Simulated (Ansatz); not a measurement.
The starting structures come from a database of crystals and need not be the phases stable at ambient conditions.

 Where the default PAW files enter, the runs use the earlier of Ansatz's two default sets.

Data:

```
AlGaP2
1.0
    3.86549     0.00000     0.00000
    0.00000     3.86549     0.00000
    0.00000     0.00000     5.45561
Al Ga P
1 1 2
Direct
  0.50000   0.50000   0.50000
  0.00000   0.00000   0.00000
  0.00000   0.50000   0.25039
  0.50000   0.00000   0.74961
```

Space group of this cell: P-4m2. The cell is taken as given.

Calculation: PBEsol (plane waves, PAW; Ansatz, a first-principles code).

The current runs along the normal of the first two printed vectors; no spin-orbit coupling. Scaled by the factor s: all lengths (ions clamped). Meshes 8×8×6 and 8×8 across the current in all rows.

```tsv
s	mean pressure (GPa)	slowest mid-gap decay constant κ (1/Å)
0.98	5.5	?
1.00	-0.3	0.156
1.02	-4.7	0.128
```

Task: Take the slope of the slowest mid-gap decay constant κ against ln s from the two given rows, extrapolate to s = 0.98, and say what the run there gives.

Result: Slope = (0.128 − 0.156) / ln 1.02 = -1.41 1/Å. The line gives 0.156 + (-1.41) × ln 0.98 = 0.185 1/Å. The run gives 0.176 1/Å, 0.009 1/Å under the line, 30 % of the predicted step.
